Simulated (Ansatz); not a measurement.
# OH on the 1x1 (10-10) surface of wurtzite GaN (cut with top plane Ga + N), one in a 2x1 cell, started at the site 'top Ga #2'

Host crystal: wurtzite GaN, with a band gap (PBE, scalar-relativistic without spin-orbit coupling).

All values below come from PBE (plane waves to 420 eV, PAW; Ansatz, a program for electronic structure).

Set-up: 34 atoms, 9.3 Å thick at the start under the adsorbate (thin: gaps and levels are the slab's own); mesh 3x4x1; 0.01 eV smearing; dipole correction on; 16 atoms held, the rest relaxed; no symmetry held; spin-polarised, ending with about 1.0 μB a cell; orders that need a larger cell were not tried, no spin-orbit, no U, no dispersion correction. At the end it is bonded to Ga. In PBE it is, or lies within 0.03 eV of, the lowest of the starts that converged.

```
Property                                                                                                                                          Value
--------------------------------------------------------------------------------------  ---------------------------------------------------------------
adsorption energy against H2O(g) − ½ H2(g)                                                                                                    43 kJ/mol
change of the step from the bottom to the top vacuum level, against the clean slab                                                              0.45 eV
energy released by relaxation                                                                                                                   3.69 eV
height of the binding atom over the mean of the host atoms within 0.3 Å of the top one                                                          1.753 Å
magnetic moment of the cell                                                                                                                     1.00 μB
nearest host atoms of the binding atom                                                                           Ga at 1.82 Å, N at 3.11 Å, N at 3.15 Å
largest move of a host atom                                                                                                                      0.37 Å
note                                                                                    in the relaxation the adsorbate left its starting site by 2.6 Å
cost                                                                                                                     around 90 core-minutes (rough)
```

A negative adsorption energy means that the adsorbate is more stable on the surface than in its reference.
